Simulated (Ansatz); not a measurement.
Results of PBEsol-D3(BJ) in Ansatz (PAW) for CsCl-type RuAl.

Numerical settings: plane-wave cutoff 520 eV, 18×18×18 k mesh, Fermi–Dirac smearing 0.05 eV, no spin polarisation, scalar-relativistic PAW data made under PBE.

The volume scan:

| V (Å³/atom) | E − E_lowest (meV/atom) |
|---|---|
| 12.053 | 37.69 |
| 12.309 | 16.13 |
| 12.566 | 3.89 |
| 12.822 | 0.00 |
| 13.079 | 3.62 |
| 13.335 | 13.99 |
| 13.592 | 30.41 |

Q: Fit the third-order Birch–Murnaghan equation and give B0 and B′.

A: V0 = 12.822 Å³/atom, B0 = 234 GPa, B′ = 4.4 (fit to the energies at full precision).

Static lattice: no zero-point or thermal effects.

Computing time: about 40 core-seconds (a rough figure).

Ansatz is an electronic-structure program.
